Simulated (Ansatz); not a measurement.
The parent structure is Zr in the hcp (Mg type) structure (space group P6_3/mmc, No. 194; relaxed with 0.1 eV smearing).

```
CELL_PARAMETERS angstrom
      3.18249     0.00000     0.00000
     -1.59125     2.75612     0.00000
      0.00000     0.00000     5.12352
ATOMIC_POSITIONS crystal
  Zr 0.66667 0.33333 0.75000
  Zr 0.33333 0.66667 0.25000
```

Cartesian axes are those of the cell as printed.

Computed with PBEsol in Ansatz (plane waves to 420 eV, PAW, no SOC).

One thing is altered: the cell is stretched by 1.00 % along z with no lateral relaxation; the atoms relax in the strained cell.

**Question.** What does the calculation give for the stress after the change?

**Answer.** The stress (xx, yy, zz, yz, xz, xy; compression positive) amounts to (-0.7, -0.7, -1.7, 0.0, 0.0, 0.0) GPa.

**Question.** How does this affect the energy relative to the base?

**Answer.** The energy grows by 1.2 meV/atom.

Whether these cells are dynamically stable was not tested. The final runs are not spin-polarised.

Ansatz is a program for electronic structure.
